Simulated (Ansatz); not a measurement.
Structures of equal composition on the (111) surface of fcc Al: a pseudomorphic layer of Zn in the host's stacking; a pseudomorphic layer of Zn in the other hollow. The slabs share one bottom face, and each structure is named by its start. These are constructed structures in small cells; real faces may alloy, dewet or reconstruct in larger ones, and not all known structures of the face are among them. Slabs of about 12 Å, Fermi-Dirac smearing of 0.1 eV. Bottom of the slabs: a bare face, its two planes held. Relaxed from the named starts with such symmetry as they have, on meshes of like density; energies extrapolated to zero smearing; spin only where a row says so; no spin-orbit coupling, no U. Brackets mark spin-polarised runs, whose order is one that fits the cell.

Level of theory: PBE (plane waves to 420 eV, PAW; Ansatz, an electronic-structure program).

Q: Put the candidates in order of energy per 1x1 cell, lowest first, for PBE.

A: a pseudomorphic layer of Zn in the host's stacking (0.000 eV), a pseudomorphic layer of Zn in the other hollow (0.039 eV)
